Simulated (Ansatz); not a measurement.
SrWO4 (I4₁/a, No. 88; cell taken from a computed entry), treated with LDA (Ansatz, a first-principles code, PAW).

Run with plane-wave cutoff 500 eV, 10×10×10 k mesh, gaussian smearing 0.02 eV, no spin polarisation, scalar-relativistic PAW data made under PBE.

Computed at the level's own relaxed cell.

Problem. What does this level give for the volume per atom, lattice parameter a, c axis length and band gap?

Solution. 
volume per atom: 13.75 Å³/atom
lattice parameter a: 5.339 Å
c axis length: 11.577 Å
band gap: 4.42 eV (on the SCF k mesh)

Note: the relaxation could not lower the start's symmetry, so the cell can be a saddle point above a distorted one.

Spin–orbit coupling is not included.

Computing time: about 10 core-minutes (a rough figure).
